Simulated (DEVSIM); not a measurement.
System: W/AlN/SiO2/p-Si capacitor, at 300 K.

```tsv
layer (left to right)	material	thickness (nm)	Na (cm⁻³)
1	AlN	5.80	-
2	SiO2	1.20	-
3	Si	5000	1.3e16
```

Metal gate on the left, work function 4.6 eV. Fixed charge at the semiconductor interface 0 cm⁻² (in units of +e); interface traps 8.6e11 cm⁻² eV⁻¹, uniform in energy, neutral level at 0.5 of the gap above the valence band.

The device is made up for the run: typed textbook-type constants, with dimensions and the other settings drawn at random. Values at 300 K; Nc and Nv go as T^1.5, mobilities as T to minus their exponent, the gap by Varshni's rule with the affinity fixed.

| parameter | AlN | SiO2 | Si |
|---|---|---|---|
| gap (eV) | 6.1 | 9 | 1.124 |
| affinity (eV) | 1.9 | 0.9 | 4.05 |
| permittivity | 8.5 | 3.9 | 11.7 |
| Nc (cm⁻³) | - | - | 2.86e19 |
| Nv (cm⁻³) | - | - | 3.1e19 |
| Varshni α (eV/K) | - | - | 0.000473 |
| Varshni β (K) | - | - | 636 |

Simulated with DEVSIM: 1D Poisson equation in equilibrium, Boltzmann statistics, complete ionisation; no quantum confinement or tunnelling. Metal contacts follow the ideal Schottky-Mott rule: no Fermi-level pinning, no interface dipoles.

Base results: threshold voltage (band bending 2φF) (V) 0.47; capacitance of the dielectric stack (μF/cm²) 0.894; minimum of the low-frequency capacitance (μF/cm²) 0.151; flat-band voltage (V) -0.43.

Question: What follows from this one change: temperature 300 → 450 K?

Answer: threshold voltage (band bending 2φF) 0.47 → 0.31 V; capacitance of the dielectric stack little changed (0.894 μF/cm²); minimum of the low-frequency capacitance 0.151 → 0.165 μF/cm²; flat-band voltage -0.43 → -0.24 V.

Question: What follows from this one change: AlN thickness 0.0058 → 0.0041 μm?

Answer: threshold voltage (band bending 2φF) 0.47 → 0.45 V; capacitance of the dielectric stack 0.894 → 1.12 μF/cm²; minimum of the low-frequency capacitance 0.151 → 0.156 μF/cm²; flat-band voltage -0.43 → -0.42 V.

Question: What follows from this one change: fixed charge 0 → -1.155e+12 cm^-2?

Answer: threshold voltage (band bending 2φF) 0.47 → 0.68 V; capacitance of the dielectric stack little changed (0.894 μF/cm²); minimum of the low-frequency capacitance little changed (0.151 μF/cm²); flat-band voltage -0.43 → -0.22 V.

Question: What follows from this one change: gate work function 4.6 → 4.75 eV?

Answer: threshold voltage (band bending 2φF) 0.47 → 0.62 V; capacitance of the dielectric stack little changed (0.894 μF/cm²); minimum of the low-frequency capacitance little changed (0.151 μF/cm²); flat-band voltage -0.43 → -0.28 V.
